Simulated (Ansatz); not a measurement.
# Mg$_{3}$Sb$_{2}$ (space group P-3m1, No. 164)

```xyz
5
Lattice="4.5685 0.0000 0.0000 -2.2843 3.9565 0.0000 0.0000 0.0000 7.2499" Properties=species:S:1:pos:R:3 pbc="T T T"
Sb     0.0000     2.6376     1.6582
Sb     2.2843     1.3188     5.5918
Mg     0.0000     0.0000     0.0000
Mg     0.0000     2.6376     4.5932
Mg     2.2843     1.3188     2.6567
```

Method: r2SCAN (Ansatz, a first-principles code; PAW; 500 eV plane waves; scalar-relativistic without spin-orbit coupling), earlier PAW set. Settings: 12×12×7 k-points, 0.05 eV Fermi–Dirac smearing.

```yaml
volume_per_atom: 26.21 Å³
density: 4.01 g/cm³
band_gap: 0.61 eV, indirect, Γ → K
electron_mass: 0.21 mₑ along c, 0.36 mₑ across
hole_mass: 0.084 mₑ along c, 1.1 mₑ across
total_energy: -3756.017 eV/atom (σ→0; compares only within this code and set-up)
```

With Sb present, leaving out spin-orbit coupling can change the band edges. Effective masses come from finite differences of ±0.01 Å⁻¹. No phonon test of stability was made.
